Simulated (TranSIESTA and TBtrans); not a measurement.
System: Au chain with one Mg atom in place of Au. Leads: straight Au chain, spacing 2.55 Å. Geometry: 3 atoms about the centre moved by SIESTA (PBE, DZP) to a largest force of 0.04 eV/Å, all others as built, motion along the axis alone. Transport runs along z; the first 6 and the last 6 of the 19 atoms are the lead cells, repeated to infinity.

```xyz
19
Lattice="9.000 0.000 0.000 0.000 9.000 0.000 0.000 0.000 48.900" Properties=species:S:1:pos:R:3 pbc="F F T"
Au     4.500     4.500     0.000
Au     4.500     4.500     2.550
Au     4.500     4.500     5.100
Au     4.500     4.500     7.650
Au     4.500     4.500    10.200
Au     4.500     4.500    12.750
Au     4.500     4.500    15.300
Au     4.500     4.500    17.850
Au     4.500     4.500    20.543
Mg     4.500     4.500    23.176
Au     4.500     4.500    25.806
Au     4.500     4.500    28.500
Au     4.500     4.500    31.050
Au     4.500     4.500    33.600
Au     4.500     4.500    36.150
Au     4.500     4.500    38.700
Au     4.500     4.500    41.250
Au     4.500     4.500    43.800
Au     4.500     4.500    46.350
```

Run with TranSIESTA and TBtrans (open boundaries, self-consistent; PseudoDojo norm-conserving potentials, scalar-relativistic): PAO.BasisSize DZP, PAO.EnergyShift 0.15 eV, XC.Authors PBE, Mesh.Cutoff 200 Ry, ElectronicTemperature 300 K, TS.Voltage 0.0 eV, TBT.Elecs.Eta 0.001 eV, no spin polarisation.

Energies count from the leads' Fermi level. Transmissions are for one spin of a degenerate pair. The energy step is 0.01 eV; narrower resonances are cut or missed.

| E (eV) | T |
|---|---|
| -0.20 | 0.917 |
| -0.15 | 0.911 |
| -0.10 | 0.812 |
| -0.05 | 0.809 |
| 0.00 | 0.796 |
| 0.05 | 0.795 |
| 0.10 | 0.795 |
| 0.15 | 0.795 |
| 0.20 | 0.796 |

Task: Give the zero-bias conductance in μS and the resistance at 300 K.

Result: At the Fermi level T = 0.796. Averaged with −∂f/∂E over the full grid (kT = 25.9 meV) it is 0.801. With G0 = 2e²/h = 77.48 μS, G = 62.1 μS and R = 1/G = 16.1 kΩ.

Task: The eigenchannels at the Fermi level transmit 0.796. What Fano factor of the shot noise follows at low temperature and bias?

Result: F = Σ τ(1 − τ)/Σ τ = 0.162/0.796 = 0.20.

The leads' channel count changes near -0.01 eV, within the thermal window, so values at the Fermi level hang on where that band edge falls. The straight chain is held at its spacing; free chains may zigzag or dimerise. No spin-polarised start was tried, so a magnetic state, if there is one, is missed. Spin-orbit coupling, left out here, matters for the heavy atoms.
